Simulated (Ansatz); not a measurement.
**MgS: response to strain**

Consider MgS in the rock salt structure (space group Fm-3m, No. 225).

```xyz
2
Lattice="0.0000 2.5646 2.5646 2.5646 0.0000 2.5646 2.5646 2.5646 0.0000" Properties=species:S:1:pos:R:3 pbc="T T T"
Mg     0.0000     0.0000     0.0000
S      2.5646     2.5646     2.5646
```

Cartesian axes are those of the cell as printed.

Strains are applied to the cell and any free atomic positions relax.

Calculations: Ansatz (a program for electronic structure) LDA, spin-orbit coupling left out.

Notes on the quantities. pressure: mean of the normal stresses, compression positive.

```
variant                         band gap    gap character  smallest direct gap   pressure
------------------------------  --------  ---------------  -------------------  ---------
base                             2.65 eV                –              3.83 eV   0.00 GPa
uniaxial strain ε_zz = −3.00 %   2.56 eV  indirect, Γ → M              4.03 eV   2.87 GPa
uniaxial strain ε_zz = −2.00 %   2.59 eV  indirect, Γ → M              3.96 eV   1.82 GPa
uniaxial strain ε_zz = −1.50 %   2.60 eV  indirect, Γ → M              3.93 eV   1.34 GPa
uniaxial strain ε_zz = −1.00 %   2.62 eV  indirect, Γ → M              3.89 eV   0.87 GPa
uniaxial strain ε_zz = −0.50 %   2.63 eV  indirect, Γ → M              3.86 eV   0.42 GPa
uniaxial strain ε_zz = +1.00 %   2.58 eV  indirect, Γ → X              3.72 eV  -0.80 GPa
uniaxial strain ε_zz = +1.50 %   2.55 eV  indirect, Γ → X              3.66 eV  -1.17 GPa
uniaxial strain ε_zz = +2.50 %   2.49 eV  indirect, Γ → X              3.56 eV  -1.86 GPa
uniaxial strain ε_zz = +3.00 %   2.46 eV  indirect, Γ → X              3.51 eV  -2.18 GPa
```

No phonon test of stability was made. Labels are those of the standard path for the cell's own space group.
